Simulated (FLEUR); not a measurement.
Band structure of CeNiGe (P6_3/mmc, 6 atoms in the cell).

```
CeNiGe
1.0
    4.17062     0.00000     0.00000
   -2.08531     3.61186     0.00000
    0.00000     0.00000     7.61875
Ce Ni Ge
2 2 2
Direct
  0.00000   0.00000   0.50000
  0.00000   0.00000   0.00000
  0.33333   0.66667   0.25000
  0.66667   0.33333   0.75000
  0.33333   0.66667   0.75000
  0.66667   0.33333   0.25000
```

Method of the run: PBEsol, all-electron FLAPW (FLEUR), scalar-relativistic valence run with FLEUR.

Settings: Kmax = 3.8 1/bohr; GmaxXC = 11.4 1/bohr; xcFunctional = PBEs; jspins = 1; l_soc = F; mode = hist; fermiSmearingEnergy = 0.00183747 Htr; mesh (inpgen div1-3) = 6 6 3; inpgen gamma flag = true; Gmax = 11.4 1/bohr; numbands = 0; maxIterBroyd = 15; imix = Anderson; alpha = 0.05.

The starting cell comes from a database of computed structures (which also holds hypothetical and non-ambient phases and stackings), without a prior relaxation at this level. Spin-orbit coupling is off. Spin polarisation is off. The f electrons are in the valence without U or exact exchange, which can misplace them near the Fermi level. Spin-orbit terms, which matter for f shells, are left out. Values depend on the basis (sphere radii, cutoffs, local orbitals), which need not be converged.

Levels in eV from the Fermi level, bands 39 to 46:
| point | 39 | 40 | 41 | 42 | 43 | 44 | 45 | 46 |
|---|---|---|---|---|---|---|---|---|
| Γ | -0.31 | -0.31 | -0.03 | -0.03 | 0.05 | 0.22 | 0.37 | 0.39 |
| M | -1.55 | -0.76 | -0.59 | -0.20 | 0.28 | 0.33 | 0.33 | 0.35 |
| K | -1.52 | -0.76 | -0.59 | -0.59 | 0.29 | 0.32 | 0.32 | 0.34 |
| A | -0.10 | -0.10 | -0.10 | -0.10 | 0.01 | 0.01 | 0.42 | 0.42 |
| L | -1.16 | -1.16 | -0.17 | -0.17 | 0.19 | 0.19 | 0.32 | 0.32 |
| H | -1.56 | -1.56 | -0.22 | -0.22 | 0.17 | 0.17 | 0.33 | 0.33 |
